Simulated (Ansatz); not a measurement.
CsCl-type CoAl: PBE at its full settings (plane-wave cutoff 520 eV, 20×20×20 k mesh, Fermi–Dirac smearing 0.05 eV, no spin polarisation, scalar-relativistic PAW data made under PBE) and at cheaper ones, in a cell of 2 atoms with Γ-centred meshes.

| level and setting | lattice constant a (Å) | bulk modulus (GPa) |
|---|---|---|
| PBE (Ansatz) | 2.852 | 179 |
| PBE (Γ point alone) (Ansatz) | 2.737 | 220 |
| PBE (2×2×2 k mesh) (Ansatz) | 2.893 | 174 |
| PBE (4×4×4 k mesh) (Ansatz) | ___ | ___ |
| PBE (6×6×6 k mesh) (Ansatz) | 2.854 | 179 |
| PBE (Fermi-Dirac smearing of 0.3 eV) (Ansatz) | 2.865 | 167 |

Q: Complete the blanks.

A: 
- PBE (4×4×4 k mesh) (Ansatz, a program for electronic structure), lattice constant a (Å): 2.860
- PBE (4×4×4 k mesh) (Ansatz), bulk modulus (GPa): 175

Largest shifts from the full settings: lattice constant a -4.03 % (PBE (Γ point alone)), against a difference of -0.31 % of the full result from the reference 2.861 Å (measured, room temperature, not corrected to a static lattice; as tabulated in Yamada et al. (2019), arXiv:1910.09660); bulk modulus +23 % (PBE (Γ point alone)), against a difference of +10.5 % of the full result from the reference 162 GPa (measured, room temperature, not corrected to a static lattice; as tabulated in Yamada et al. (2019), arXiv:1910.09660).

Ansatz's density-functional and Hartree–Fock values are scalar-relativistic unless marked +SOC, with PAW data made under PBE.

Run with cheap settings on purpose, which may leave them unconverged: PBE (2×2×2 k mesh), PBE (4×4×4 k mesh), PBE (6×6×6 k mesh), PBE (Fermi-Dirac smearing of 0.3 eV), PBE (Γ point alone).
